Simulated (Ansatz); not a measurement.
We consider cubic perovskite BaHfO3, described by rVV10 in Ansatz (plane waves, PAW).

Output (set-up and result lines):

```
Crystal: 5 atoms, lattice volume = 74.994 Å³
Basis set: ecut = 520 eV, 2007 PW (Γ), exchange–correlation on 64×64×64 points (8 copies of the dense FFT grid, shifted against one another)
Bands: 33, of which v1, the nominal top of the filled ones, is band 27 counted from 1 (26 counted from 0)
Symmetry: 48 space group operations
Space group: Pm-3m (ITA 221), of the structure as read, at distance tolerance 4.2e-5 Å
k-points: 35 of 512
Functional: x = rpw86, c = pbe(β = 0.06672455060314922) + rvv10(b = 6.3, C = 0.0093)
SCF iter   1: F=—  HF=-23512.936070 eV  |F-HF|=—  |Δ(HF+E_count)|=         —  Δρ=1.34e-2  dr2=9.88e-2
SCF iter   2: F=—  HF=-23512.913608 eV  |F-HF|=—  |Δ(HF+E_count)|=   2.25e-2  Δρ=4.04e-3  dr2=1.15e-2
  ...
SCF iter   8: F=—  HF=-23512.909459 eV  |F-HF|=—  |Δ(HF+E_count)|=   5.63e-8  Δρ=1.98e-6  dr2=3.27e-9
SCF iter   9: F=-23512.909459 eV  HF=-23512.909459 eV  |F-HF|=2.91e-11  |Δ(HF+E_count)|=  9.53e-10  Δρ=3.28e-7  dr2=6.58e-11
SCF 1 converged in 9 iterations: F = -23512.909459 eV  dr2 = 6.58e-11
SCF converged after 9 iterations
Free energy (F): -23512.909459 eV
Internal energy: -23512.909459 eV  (E = F + TS)
E sigma→0 (E₀):  -23512.909459 eV
Fermi energy:    12.953202 eV
--- Forces (eV/Å), atoms counted from 1 ---
  atom   1  Ba    -0.00000000    -0.00000000     0.00000000
  atom   2  Hf     0.00000000    -0.00000000     0.00000000
  atom   3  O      0.00000000    -0.00000000     0.00000000
  atom   4  O      0.00000000     0.00000000    -0.00000000
  atom   5  O      0.00000000     0.00000000     0.00000000
--- Stress (GPa, compression-positive) ---
        0.000044       0.000000       0.000000
        0.000000       0.000044       0.000000
        0.000000       0.000000       0.000044
  P = ⅓ Tr σ = 0.0000 GPa (0.000 kbar)
```

Problem. Write an input file that could have produced this run (the log leaves some choices open).

Solution. Several could match; the one computed here: 
Ansatz 0.2 input:
```yaml
crystal:
  lattice:
    - [4.2170524427, 0.0, 0.0]
    - [0.0, 4.2170524427, 0.0]
    - [0.0, 0.0, 4.2170524427]
  atoms:
    - { symbol: Ba, position: [0.0, 0.0, 0.0] }
    - { symbol: Hf, position: [0.5, 0.5, 0.5] }
    - { symbol: O, position: [0.5, 0.0, 0.5] }
    - { symbol: O, position: [0.0, 0.5, 0.5] }
    - { symbol: O, position: [0.5, 0.5, 0.0] }
basis:
  ecutwfc: 520
  ecutrho_ratio: 4
  xc_grid: 2
kpoints:
  mp_grid: { grid: [8, 8, 8] }
  band_path:
    path:
      - [0.0, 0.0, 0.0]
      - [0.0, 0.071429, 0.0]
      - [0.0, 0.142857, 0.0]
      - [0.0, 0.214286, 0.0]
      - [0.0, 0.285714, 0.0]
      - [0.0, 0.357143, 0.0]
      - [0.0, 0.428571, 0.0]
      - [0.0, 0.5, 0.0]
      - [0.071429, 0.5, 0.0]
      - [0.142857, 0.5, 0.0]
      - [0.214286, 0.5, 0.0]
      - [0.285714, 0.5, 0.0]
      - [0.357143, 0.5, 0.0]
      - [0.428571, 0.5, 0.0]
      - [0.5, 0.5, 0.0]
      - [0.45, 0.45, 0.0]
      - [0.4, 0.4, 0.0]
      - [0.35, 0.35, 0.0]
      - [0.3, 0.3, 0.0]
      - [0.25, 0.25, 0.0]
      - [0.2, 0.2, 0.0]
      - [0.15, 0.15, 0.0]
      - [0.1, 0.1, 0.0]
      - [0.05, 0.05, 0.0]
      - [0.038462, 0.038462, 0.038462]
      - [0.076923, 0.076923, 0.076923]
      - [0.115385, 0.115385, 0.115385]
      - [0.153846, 0.153846, 0.153846]
      - [0.192308, 0.192308, 0.192308]
      - [0.230769, 0.230769, 0.230769]
      - [0.269231, 0.269231, 0.269231]
      - [0.307692, 0.307692, 0.307692]
      - [0.346154, 0.346154, 0.346154]
      - [0.384615, 0.384615, 0.384615]
      - [0.423077, 0.423077, 0.423077]
      - [0.461538, 0.461538, 0.461538]
      - [0.5, 0.5, 0.5]
      - [0.45, 0.5, 0.45]
      - [0.4, 0.5, 0.4]
      - [0.35, 0.5, 0.35]
      - [0.3, 0.5, 0.3]
      - [0.25, 0.5, 0.25]
      - [0.2, 0.5, 0.2]
      - [0.15, 0.5, 0.15]
      - [0.1, 0.5, 0.1]
      - [0.05, 0.5, 0.05]
      - [0.5, 0.5, 0.428571]
      - [0.5, 0.5, 0.357143]
      - [0.5, 0.5, 0.285714]
      - [0.5, 0.5, 0.214286]
      - [0.5, 0.5, 0.142857]
      - [0.5, 0.5, 0.071429]
    npoints: 1
hamiltonian:
  xc: { exchange: rpw86, correlation: pbe }
  dispersion: rvv10
  pseudopotentials: { kind: paw }
scf:
  occupations: { method: fermi_dirac, width: 0.01 }
  convergence: { dr2_threshold: 0.0000000005 }
output:
  forces: true
  stress: true
  eigenvalues: true
  write_bands: true
```

The PAW data were made under PBE.

Ansatz is an electronic-structure program.
